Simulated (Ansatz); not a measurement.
**Bi2S3 (model structure, started from the A-La2O3 type, P-3m1, No. 164, 5 atoms in the cell)**

Method: HSE06+SOC in Ansatz (PAW).

Numerical settings: plane-wave cutoff 460 eV, 6×6×4 k mesh (along the axes of the cell as run), Fermi–Dirac smearing 0.01 eV, PAW data made under PBE.

Cell (relaxed with PBEsol):

```
Bi2S3
1.0
    3.99572     0.00000     0.00000
   -1.99786     3.46040     0.00000
    0.00000     0.00000     9.55701
Bi S
2 3
Direct
  0.33333   0.66667   0.19340
  0.66667   0.33333   0.80660
  0.00000   0.00000   0.00000
  0.33333   0.66667   0.65607
  0.66667   0.33333   0.34393
```

```
Quantity                                Result
--------  ------------------------------------
band gap  0.74 eV (on the SCF k mesh) (direct)
```

Note: the relaxation could raise the start's symmetry but not lower it, so the cell can be a saddle point; cell and atoms aren't relaxed at this level (largest force component 0.10 eV/Å, pressure 1.1 GPa).

Static lattice: no zero-point or thermal effects.

It cost roughly 40 core-minutes of CPU time.

A model structure was made by putting elements into a prototype or built by hand; it is no filed structure, need not be a known phase, and can be a saddle point held by its symmetry.

Ansatz is a first-principles code.
